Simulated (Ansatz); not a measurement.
Si: element substitutions

Base system: Si in the diamond structure (space group Fd-3m, No. 227; a = 5.444 Å).

Each row replaces one element on all its sites; cell and atoms are relaxed.

Computed with r2SCAN (Ansatz, a quantum-chemistry and plane-wave program, PAW, scalar-relativistic without spin-orbit coupling).

```tsv
change	density	shortest interatomic distance
base	2.31 g/cm³	2.357 Å
Si → Ti	3.72 g/cm³	2.403 Å
Si → Ru	8.46 g/cm³	2.344 Å
Si → Pb	8.19 g/cm³	3.010 Å
```

No phonon test of stability was made. As relaxed here, Ti and Ru are hypothetical phases, not in the database extracts checked. For Pb in this form, whether it has been made was not checked. The final runs are not spin-polarised. Ti has a high density of states at the Fermi level and may be magnetic at this level. This is not the structure that Pb has at room temperature and ambient pressure.
